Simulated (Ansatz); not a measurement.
The reference is W in the bcc (W type) structure (space group Im-3m, No. 229; relaxed with 0.1 eV smearing).

```yaml
crystal:
  lattice:
    - [-1.58442, 1.58442, 1.58442]
    - [1.58442, -1.58442, 1.58442]
    - [1.58442, 1.58442, -1.58442]
  atoms:
    - { symbol: W, position: [0.00000, 0.00000, 0.00000] }
```

Cartesian axes are those of the cell as printed.

Level of theory: plane-wave PAW DFT at the r2SCAN level (Ansatz, an electronic-structure program, 500 eV), spin-orbit coupling left out.

Before the change:

* **Shortest interatomic distance**: 2.744 Å

Now apply this change: compressive biaxial strain of 1.67 % in the plane normal to [111], as in epitaxy on a mismatched substrate; the out-of-plane cell vector and the atoms relax.

Problem. What does the calculation give for the ratio −ε⊥/ε∥, shortest interatomic distance and in-plane stress after the change?

Solution. The ratio −ε⊥/ε∥ is 0.91; the shortest interatomic distance falls by 0.036 Å to 2.708 Å; the mean in-plane stress (compression positive) is +9.6 GPa.

Whether these cells are dynamically stable was not tested. The final runs are not spin-polarised.
